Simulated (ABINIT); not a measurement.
Input and output of a self-consistent single point for Au (Fm-3m, 1 atom in the cell) (ABINIT).

Method: PBEsol, norm-conserving pseudopotentials (PseudoDojo nc-sr-04 PBEsol standard) (plane waves; ABINIT).

```
Au
1.0
    0.00000     2.03388     2.03388
    2.03388     0.00000     2.03388
    2.03388     2.03388     0.00000
Au
1
Direct
  0.00000   0.00000   0.00000
```

Reference input (self-consistent single point, DFT, PBEsol, plane waves, norm-conserving pseudopotentials (PseudoDojo nc-sr-04 PBEsol standard)): pseudos = [Au.upf]; ecut = 38 Ha; ixc = -116133; occopt = 3; tsmear = 0.00367493 Ha; ngkpt = 8 8 8; nshiftk = 1; shiftk = 0 0 0; potentials = PseudoDojo nc-sr-04 PBEsol standard; nband = 15; kptopt = 1; nstep = 100. This run's input differs from it in these lines:

```diff
@@ -19,3 +19,3 @@
 kptopt 1
-ngkpt 8 8 8
+ngkpt 16 16 16
 nshiftk 1
```

The program printed (abridged):

```
--- !BeginCycle
solver: {iscf: 7, nstep: 100, nline: 4, wfoptalg: 0, }
tolerances: {tolvrs: 1.00E-10, }
...

     iter   Etot(hartree)      deltaE(h)  residm     vres2
 ETOT  1  -147.37443719454    -1.474E+02 1.303E-01 7.265E+01
 ETOT  2  -147.41049835873    -3.606E-02 2.992E-02 5.035E+01
 ETOT  3  -147.42230131051    -1.180E-02 1.844E-03 4.408E-03
 ETOT  4  -147.42230345894    -2.148E-06 1.069E-03 3.571E-04
 ETOT  5  -147.42230350170    -4.277E-08 4.684E-04 2.924E-06
 ETOT  6  -147.42230350202    -3.199E-10 3.940E-04 4.491E-09
 ETOT  7  -147.42230350202    -2.046E-12 4.397E-04 1.243E-10
 ETOT  8  -147.42230350202     2.643E-12 2.968E-04 1.267E-13
 At SCF step    8       vres2   =  1.27E-13 < tolvrs=  1.00E-10 =>converged.

 Cartesian components of stress tensor (hartree/bohr^3)
  sigma(1 1)= -5.57331033E-05  sigma(3 2)=  0.00000000E+00
  sigma(2 2)= -5.57331033E-05  sigma(3 1)=  0.00000000E+00
  sigma(3 3)= -5.57331033E-05  sigma(2 1)=  0.00000000E+00

 ----iterations are completed or convergence reached----

 reduced coordinates (array xred) for    1 atoms
       0.000000000000      0.000000000000      0.000000000000
 cartesian forces (eV/Angstrom) at end:
    1     -0.00000000000000    -0.00000000000000    -0.00000000000000
 frms,max,avg= 0.0000000E+00 0.0000000E+00   0.000E+00  0.000E+00  0.000E+00 e/A
 length scales=  5.435496126800  5.435496126800  5.435496126800 bohr
              =  2.876340667682  2.876340667682  2.876340667682 angstroms
   [... lines left out ...]
 Fermi (or HOMO) energy (eV) =  13.11869   Average Vxc (eV)= -13.93541
   [... lines left out ...]
total_energy        : -1.47422303502020E+02
total_energy_eV     : -4.01156489011889E+03
band_energy         : -1.29021943085497E+01
...

-Cartesian components of stress tensor (GPa)         [Pressure=  1.6397E+00 GPa]
- sigma(1 1)= -1.63972424E+00  sigma(3 2)=  0.00000000E+00
- sigma(2 2)= -1.63972424E+00  sigma(3 1)=  0.00000000E+00
- sigma(3 3)= -1.63972424E+00  sigma(2 1)=  0.00000000E+00

 Calculation completed.
```

The run converged in 8 iterations. Against the reference run the free energy drops by 35.9 meV/atom and the pressure goes from 2.53 to 1.64 GPa.

The starting cell has typed, rounded lattice constants, without a prior relaxation at this level. Its lattice was rescaled by up to half a per cent.

Cost on one core of a shared machine: roughly 40 s.
